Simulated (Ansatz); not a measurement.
Start from CdSe in the zinc blende structure (space group F-43m, No. 216; a = 6.082 Å). Axes: x, y, z lie along the cube axes.

Modification: biaxial strain −1.42 %, plane normal [110], relaxed out of plane (Cartesian); in-plane vectors clamped, the third vector and the atoms free.

Levels (all Ansatz, an electronic-structure program, PAW): PBEsol (420 eV, scalar-relativistic without spin-orbit coupling); r2SCAN (500 eV, no spin-orbit coupling).

The geometry is relaxed with PBEsol.

| Quantity | Result |
|---|---|
| PBEsol electron mass | 0.054 mₑ out of plane, 0.049 mₑ in plane (at Γ) |
| PBEsol pressure | 0.72 GPa |
| PBEsol band gap | 0.45 eV |

Problem. What does r2SCAN give at this geometry for the electron mass, pressure and band gap?

Solution. The electron mass goes from 0.054 mₑ out of plane, 0.049 mₑ in plane (at Γ) to 0.097 mₑ (at Γ); the pressure goes up by 1.47 GPa to 2.19 GPa; the band gap goes up by 0.62 eV (0.45 eV → 1.07 eV).

Single points use the geometry relaxed with PBEsol. Their cutoffs differ, which shifts pressures a little. Effective masses come from finite differences of ±0.01 Å⁻¹. Stability against distortions was not tested.
